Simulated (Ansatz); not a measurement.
## A computed series for hypothetical Pm-3n InP: pressure series

Start from InP (space group Pm-3n, No. 223; a = 7.334 Å; a hypothetical phase, not in the database extracts checked).

Cell and atoms are relaxed at each pressure.

Method: DFT with PBE, PAW potentials and a 420 eV plane-wave cutoff in Ansatz (a quantum-chemistry and plane-wave program), no SOC.

| pressure (GPa) | volume per atom (Å³/atom) |
|---|---|
| -2 | 34.543 |
| -1 | ? |
| 0 | 32.877 |
| 0.3 | 32.667 |
| 0.7 | 32.399 |
| 3 | 31.057 |
| 5 | 30.099 |
| 7.5 | 29.089 |
| 10 | 28.229 |

Q: Fit the third-order Birch–Murnaghan form P(V) = (3B₀/2)[(V₀/V)^(7/3) − (V₀/V)^(5/3)]·[1 + (3/4)(B₀′ − 4)((V₀/V)^(2/3) − 1)] (squares taken in P) to the rows shown and predict the withheld row.

A: Least squares on the printed values gives V₀ = 32.884 Å³/atom, B₀ = 45.8 GPa, B₀′ = 4.7; this predicts 33.650 Å³/atom, and the run gives 33.649 Å³/atom, in agreement.

Load acts through the strain it causes; cell and atoms are relaxed under it. Stability against distortions was not tested. No other phases were tried under pressure.
